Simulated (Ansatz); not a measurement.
One S atom on a Si site, 3x3x3 cubic cells, neutral, without spin. Cell 16.41 × 16.41 × 16.41 Å, Si215S, 216 atoms. 

Basis: localised support functions (accuracy medium) on a full density matrix. k-points: zone centre alone; occupations: Fermi-Dirac, 0.0050 eV; spin polarisation not allowed. Spin-orbit coupling is left out.

Estimate the gap and bonding that PBE, support functions at accuracy medium on the grid of 420 eV run with Ansatz (an electronic-structure program) returns for this input.


- Kohn-Sham gap of the cell on its k-mesh = 0.36 eV
- weight of the highest filled level on the dopant (17 atoms) = 0.48
- weight of the lowest empty level on the dopant (17 atoms) = 0.20
- coordination (neighbours within 2.840 Å) = 100.0 % 4-fold
- S-Si bonds, mean ± spread = 2.482 ± 0.000 Å
- Si-Si bonds, mean ± spread = 2.368 ± 0.004 Å
- bond angles, mean ± spread = 109.5° ± 0.6°
- pressure = 0.08 GPa
